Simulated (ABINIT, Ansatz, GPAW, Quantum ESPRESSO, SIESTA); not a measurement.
TiOs (Pm-3m, 2 atoms in the cell) computed with different codes at matched settings

Self-consistent single point, at a second geometry (lattice scaled by 0.98). First geometry:

```yaml
crystal:
  lattice:
    - [3.08463, 0.00000, 0.00000]
    - [0.00000, 3.08463, 0.00000]
    - [0.00000, 0.00000, 3.08463]
  atoms:
    - { symbol: Ti, position: [0.50000, 0.50000, 0.50000] }
    - { symbol: Os, position: [0.00000, 0.00000, 0.00000] }
```

Shared settings, as Ansatz (a program for electronic structure) writes them: kpoints.mp_grid.grid = 14 14 14; scf.occupations.method = gaussian; scf.occupations.width = 0.0073 Ry. Potentials and cutoffs stand in the table.

| code | model | ΔF from the first geometry (meV/atom) | pressure (GPa) | cutoff |
|---|---|---|---|---|
| ABINIT | PBEsol, norm-conserving pseudopotentials (PseudoDojo nc-sr-04 PBEsol standard) | 12.4 | 11.10 | 1143 eV |
| Ansatz | PBEsol, default PAW files made with PBE | 12.6 | 11.13 | default |
| GPAW | PBEsol, GPAW PAW datasets PBEsol (made by gpaw-setup) | 13.6 | 11.11 | 800 eV |
| SIESTA | GGA PBEsol, numerical atomic orbitals DZP, PseudoDojo PBEsol standard norm-conserving potentials (rewritten from UPF to PSML) | 2.1 | 9.51 | grid 300 Ry |
| Quantum ESPRESSO | PBEsol, GBRV 1.5 ultrasoft (PBESOL) pseudopotentials | 12.0 | 10.88 | 50 Ry |

On Ansatz's run: spin-orbit coupling is off. Spin polarisation is off.

The spread over the programs that give each value: ΔF from the first geometry within 11.5 meV/atom; pressure within 1.62 GPa.

SIESTA uses small atom-centred bases, whose incompleteness enters pressures, forces and empty levels differently from a plane-wave cutoff. Ansatz's pressure is given at a fixed set of plane waves, as the other plane-wave codes print theirs; with its correction for the finite basis it is 11.18 GPa. In the pressure, SIESTA (by 1.59) lies more than 1 GPa from the median of the plane-wave programs.

The starting cell comes from a database of computed structures (which also holds hypothetical and non-ambient phases and stackings), without a prior relaxation at this level. For this run, on top of that: lattice scaled by 0.98.

Left out of this page: Elk and FLEUR (not drawn, or without a comparable value).

Keys are those of Ansatz 0.2.
